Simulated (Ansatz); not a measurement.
Structures of equal composition on the (111) surface of fcc Ag: a layer of Au in place of the second plane; a layer of Au in place of the third plane. The slabs share one bottom face, and each structure is named by its start. These are constructed structures in small cells; real faces may alloy, dewet or reconstruct in larger ones, and not all known structures of the face are among them. Slabs of about 12 Å, Fermi-Dirac smearing of 0.1 eV. Bottom of the slabs: a bare face, its two planes held. Relaxed from the named starts with such symmetry as they have, on meshes of like density; energies extrapolated to zero smearing; spin only where a row says so; no spin-orbit coupling, no U. Brackets mark spin-polarised runs, whose order is one that fits the cell.

These are PBE (plane waves to 420 eV, PAW; Ansatz, an electronic-structure program) values and carry that method's errors.

Question: Rank these by energy per 1x1 cell (lowest first), as PBE gives it.

Answer: a layer of Au in place of the third plane (0.000 eV), a layer of Au in place of the second plane (0.034 eV)
